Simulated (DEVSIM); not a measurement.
# Schottky contact on n-type Si

Device: Schottky contact on n-type Si, at 400 K.

```
layer (left to right)  material  thickness (μm)  Nd (cm⁻³)  τn (s)  τp (s)
---------------------  --------  --------------  ---------  ------  ------
1                            Si           0.660       1e17  2.2e-5  2.2e-5
```

Left contact: Schottky, work function 5.09 eV, emission velocity 2e6 cm/s. Right contact: ohmic. Voltage is applied to the left contact. Recombination: SRH at mid-gap. Mobility is constant in doping.

Constants are typed, rounded textbook-type inputs, not results; the design itself was drawn at random and stands for no fabricated device. Values at 300 K; Nc and Nv go as T^1.5, mobilities as T to minus their exponent, the gap by Varshni's rule with the affinity fixed.

```csv
parameter,Si
gap (eV),1.124
affinity (eV),4.05
permittivity,11.7
Nc (cm⁻³),2.86e19
Nv (cm⁻³),3.1e19
μn (cm²/Vs),1417
μp (cm²/Vs),470
T exponent of μn,2.3
T exponent of μp,2.2
Varshni α (eV/K),0.000473
Varshni β (K),636
```

Model (solved in DEVSIM): 1D drift-diffusion, Boltzmann statistics, complete ionisation; no tunnelling, impact ionisation, image-force lowering or self-heating. Metal contacts follow the ideal Schottky-Mott rule: no Fermi-level pinning, no interface dipoles.

- Potential step across the device at zero bias: 0.830 V
- Largest field in the device at zero bias: 290000 V/cm
- Dark forward voltage at 1 A/cm²: 0.402 V
- Dark forward voltage at 100 A/cm²: 0.563 V

Dark forward current:

```
V (V)  J (A/cm²)
-----  ---------
0.05      2.9e-5
0.10     0.00015
0.15     0.00068
0.20      0.0029
0.25       0.012
0.30       0.052
0.35        0.22
0.40        0.94
0.45         4.0
0.50          17
0.55          70
0.60         280
0.65        1100
0.70        3500
```
